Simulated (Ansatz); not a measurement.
Consider CdSe in the zinc blende structure (space group F-43m, No. 216).

```
CdSe
1.0
    0.00000     3.00374     3.00374
    3.00374     0.00000     3.00374
    3.00374     3.00374     0.00000
Cd Se
1 1
Direct
  0.00000   0.00000   0.00000
  0.25000   0.25000   0.25000
```

Cartesian axes are those of the cell as printed.

Computed with LDA (Ansatz, a program for electronic structure), no spin-orbit coupling.

For the base:

The band gap is 0.41 eV and the electron mass comes out as 0.041 mₑ (at Γ). The pressure is 0.0 kbar.

The change: compressive biaxial strain of 2.50 % in the plane normal to [001], as in epitaxy on a mismatched substrate; the out-of-plane cell vector and the atoms relax.

Problem. What happens to the band gap?

Solution. The band gap shrinks by 0.052 eV, from 0.41 eV to 0.35 eV.

Problem. Predict the new electron mass.

Solution. The electron mass becomes 0.053 mₑ out of plane, 0.037 mₑ in plane (at Γ) (base: 0.041 mₑ (at Γ)).

Problem. Predict the new energy relative to the base.

Solution. The energy grows by 5.1 meV/atom.

Problem. What does the calculation give for the pressure after the change?

Solution. The pressure (mean of the normal stresses, compression positive) goes from zero to 8.2 kbar.

Problem. Predict the new out-of-plane strain.

Solution. The out-of-plane strain is +3.59 %.

Masses are band curvatures over ±0.01 Å⁻¹ around the edge. Whether these cells are dynamically stable was not tested.
